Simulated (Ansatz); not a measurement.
System: AlZnInO₄ (model structure, started from the InGaZnO4 type, R3m, No. 160, 7 atoms in the cell). Method: PBEsol (PAW; Ansatz, a program for electronic structure).

Settings: plane-wave cutoff 520 eV, 12×12×12 k mesh, Fermi–Dirac smearing 0.01 eV, scalar-relativistic PAW data made under PBE.

Cell (relaxed at this level):

```yaml
crystal:
  lattice:
    - [1.62801, 0.93993, 8.53880]
    - [-1.62801, 0.93993, 8.53880]
    - [0.00000, -1.87987, 8.53880]
  atoms:
    - { symbol: In, position: [0.99572, 0.99572, 0.99572] }
    - { symbol: Al, position: [0.21280, 0.21280, 0.21280] }
    - { symbol: Zn, position: [0.78162, 0.78162, 0.78162] }
    - { symbol: O, position: [0.13915, 0.13915, 0.13915] }
    - { symbol: O, position: [0.87950, 0.87950, 0.87950] }
    - { symbol: O, position: [0.28617, 0.28617, 0.28617] }
    - { symbol: O, position: [0.70505, 0.70505, 0.70505] }
```

Give the computed band gap and bulk modulus.


* **band gap**: 1.80 eV (on the SCF k mesh)
* **bulk modulus**: 179 GPa

Note: the bulk modulus is −V dP/dV from two relaxed cells at ±2 % in volume; the relaxation could raise the start's symmetry but not lower it, so the cell can be a saddle point.

Spin–orbit coupling is not included.

The result took very roughly 11 core-minutes.

A model structure was made by putting elements into a prototype or built by hand; it is no filed structure, need not be a known phase, and can be a saddle point held by its symmetry.
